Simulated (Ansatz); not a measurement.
Input and output of a self-consistent single point for AsP (P4/nmm, 4 atoms in the cell) (Ansatz, a quantum-chemistry and plane-wave program).

Computed with PBE-D4 (plane waves, PAW; Ansatz).

```
CELL_PARAMETERS angstrom
      4.04756     0.00000     0.00000
      0.00000     4.04756     0.00000
      0.00000     0.00000     5.10027
ATOMIC_POSITIONS crystal
  As 0.50000 0.00000 0.23680
  As 0.00000 0.50000 0.76320
  P  0.00000 0.00000 0.00000
  P  0.50000 0.50000 0.00000
```

Reference input (self-consistent single point, DFT, PBE, plane waves, default PAW files): basis.ecutwfc = 420 eV; kpoints.mp_grid.grid = 7 7 5; kpoints.mp_grid.shift = 0.5 0.5 0.5; hamiltonian.xc = pbe; hamiltonian.pseudopotentials = {kind: paw} (the program's default PAW files); scf.occupations.method = gaussian; scf.occupations.width = 0.1 eV. This run's input differs from it in these lines:

```diff
@@ -17,2 +17,3 @@
   xc: pbe
+  dispersion: d4
   pseudopotentials: { kind: paw }
```

The program printed (abridged):

```
SCF iter   1: F=—  HF=-11223.188173 eV  |F-HF|=—  |Δ(HF+E_count)|=         —  Δρ=3.53e-3  dr2=1.37e-2  ethr=1.77e-3  ⟨swp⟩=7.1  Hψ=3617  notcnv=0
all-band conjugate gradients solve this SCF's bands
preconditioner: auto → Resta (q_TF=auto, 2.413 Å⁻¹)
SCF iter   2: F=—  HF=-11223.185521 eV  |F-HF|=—  |Δ(HF+E_count)|=   2.65e-3  Δρ=1.89e-3  dr2=3.53e-3  ethr=3.41e-5  ⟨swp⟩=2.0  Hψ=1067  notcnv=0  defer=4
   [... lines left out ...]
SCF iter   4: F=—  HF=-11223.185759 eV  |F-HF|=—  |Δ(HF+E_count)|=   5.99e-5  Δρ=8.59e-5  dr2=1.11e-5  ethr=3.10e-7  ⟨swp⟩=2.0  Hψ=1229  notcnv=0  defer=4
SCF iter   5: F=—  HF=-11223.185748 eV  |F-HF|=—  |Δ(HF+E_count)|=   1.10e-5  Δρ=4.04e-5  dr2=2.17e-6  ethr=2.78e-8  ⟨swp⟩=2.0  Hψ=1305  notcnv=0  defer=4
SCF iter   6: F=—  HF=-11223.185750 eV  |F-HF|=—  |Δ(HF+E_count)|=   1.92e-6  Δρ=1.69e-5  dr2=2.99e-7  ethr=5.43e-9  ⟨swp⟩=2.0  Hψ=1309  notcnv=0  defer=4
SCF iter   7: F=-11223.185750 eV  HF=-11223.185750 eV  |F-HF|=1.80e-8  |Δ(HF+E_count)|=   3.56e-7  Δρ=3.45e-6  dr2=1.69e-8  ethr=2.50e-10  ⟨swp⟩=7.7  Hψ=3457  notcnv=0
SCF 1 converged in 7 iterations: F = -11223.185750 eV  dr2 = 1.69e-8
Free energy (F): -11223.185750 eV
Internal energy: -11223.183506 eV  (E = F + TS)
E sigma→0 (E₀):  -11223.184628 eV
Entropy (-TS):   -0.002245 eV (-0.561 meV/atom)
Fermi energy:    9.193907 eV
--- Forces (eV/Å), atoms counted from 1 ---
  atom   1  As     0.00000000     0.00000000     0.83615806
  atom   2  As     0.00000000     0.00000000    -0.83615806
  atom   3  P      0.00000000     0.00000000     0.00000000
  atom   4  P      0.00000000     0.00000000    -0.00000000
--- Stress (GPa, compression-positive) ---
       18.001525       0.000000       0.000000
        0.000000      18.001525       0.000000
        0.000000       0.000000       0.873010
  P = ⅓ Tr σ = 12.2920 GPa (122.920 kbar)
  The stress holds the Pulay correction. Without it, at fixed plane waves, as pw.x and ABINIT print it: P = 12.2682 GPa
```

The run converged in 7 iterations. Against the reference run the pressure goes from 15.25 to 12.29 GPa and the largest force goes from 0.793 to 0.836 eV/Å.

The starting cell was generated: these elements placed on a structure prototype, without a prior relaxation; it need not be a known phase or ordering of this composition. With a pressure of about 12 GPa the cell is away from its equilibrium volume at this level. Ansatz's pressure includes its estimate of the finite-basis (Pulay) stress. The run gives no clean gap (levels at the Fermi energy touch, overlap or are partly filled at this smearing), which alone does not show that the compound is a metal.

Keys are those of Ansatz 0.2.
